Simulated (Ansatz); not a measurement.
## Pressure series in BAs

Consider BAs in the zinc blende structure (space group F-43m, No. 216).

```yaml
crystal:
  lattice:
    - [0.00000, 2.39129, 2.39129]
    - [2.39129, 0.00000, 2.39129]
    - [2.39129, 2.39129, 0.00000]
  atoms:
    - { symbol: As, position: [0.75000, 0.75000, 0.75000] }
    - { symbol: B, position: [0.00000, 0.00000, 0.00000] }
```

Cell and atoms are relaxed at each pressure.

The values are results of r2SCAN, PAW, 500 eV (Ansatz, an electronic-structure program; no spin-orbit coupling), earlier PAW set, not measurements.

Notes on the quantities. enthalpy: H = E + PV relative to the base's energy.

```tsv
case	width of the top valence band	enthalpy	lattice parameter a
base	5.41 eV	–	4.783 Å
pressure −2 GPa	[?]	-0.17 eV/atom	[?]
pressure −1 GPa	5.37 eV	-0.09 eV/atom	4.794 Å
pressure 0.3 GPa	5.43 eV	+0.03 eV/atom	4.779 Å
pressure 0.7 GPa	5.44 eV	+0.06 eV/atom	4.775 Å
pressure 1.5 GPa	5.48 eV	+0.13 eV/atom	4.766 Å
pressure 3 GPa	5.54 eV	+0.25 eV/atom	4.750 Å
pressure 5 GPa	5.62 eV	+0.42 eV/atom	4.730 Å
pressure 7.5 GPa	5.71 eV	+0.62 eV/atom	4.706 Å
pressure 10 GPa	5.80 eV	+0.83 eV/atom	4.684 Å
```

**Question.** Some entries are withheld; estimate them.

**Answer.** 
- pressure −2 GPa, width of the top valence band: 5.33 eV
- pressure −2 GPa, lattice parameter a: 4.806 Å

The levels and masses belong to the bands next to the band gap. Load acts through the strain it causes; cell and atoms are relaxed under it. No phonon test of stability was made. Competing high-pressure phases were not computed.
